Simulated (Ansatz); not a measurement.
## CdTe: isotropic strain +1.00 %

Consider CdTe in the zinc blende structure (space group F-43m, No. 216; a = 6.4887 Å).

Perturbation: the cell is scaled by 1.0100 in all directions; the atoms relax in the strained cell.

All numbers come from Ansatz (a quantum-chemistry and plane-wave program), PBEsol, PAW, cutoff 420 eV, scalar-relativistic without spin-orbit coupling. Settings: 9×9×9 k-points, 0.05 eV Fermi–Dirac smearing.

```json
[
 {"quantity": "volume per atom", "base": "34.15 Å³", "changed": "35.18 Å³", "shift": "+1.03 Å³"},
 {"quantity": "space group", "base": "F-43m (No. 216)", "changed": "F-43m (No. 216)", "shift": "–"},
 {"quantity": "shortest interatomic distance", "base": "2.810 Å", "changed": "2.838 Å", "shift": "+0.028 Å"},
 {"quantity": "energy relative to the base (free energy F)", "base": "0 meV/atom", "changed": "+3.8 meV/atom", "shift": "+3.8 meV/atom"},
 {"quantity": "pressure", "base": "0.01 GPa", "changed": "-1.14 GPa", "shift": "-1.15 GPa"},
 {"quantity": "band gap", "base": "0.65 eV", "changed": "0.56 eV", "shift": "-0.09 eV"},
 {"quantity": "gap character", "base": "direct at Γ", "changed": "direct at Γ", "shift": "–"},
 {"quantity": "mean gap deformation potential ΔEg/Δln V", "base": "–", "changed": "-2.9 eV", "shift": "–"},
 {"quantity": "width of the top valence band", "base": "2.21 eV", "changed": "2.09 eV", "shift": "-0.12 eV"},
 {"quantity": "electron mass", "base": "0.055 mₑ (at Γ)", "changed": "0.049 mₑ (at Γ)", "shift": "–"},
 {"quantity": "hole mass (degenerate bands, along [100])", "base": "0.056, 0.51, 0.51 mₑ (at Γ)", "changed": "0.050, 0.54, 0.54 mₑ (at Γ)", "shift": "–"},
 {"quantity": "valley order (the lowest conduction-band minima on the path, energy above the VBM, named in the base's zone)", "base": "Γ 0.65 eV; L along ⟨111⟩ 1.74 eV", "changed": "Γ 0.56 eV; L along ⟨111⟩ 1.71 eV", "shift": "–"}
]
```

Cost of the whole job for the changed cell (relaxation, final SCF and bands): around 30 core-seconds (rough).

With Te present, leaving out spin-orbit coupling can change the band edges. Masses are band curvatures over ±0.01 Å⁻¹ around the edge. Whether these cells are dynamically stable was not tested.
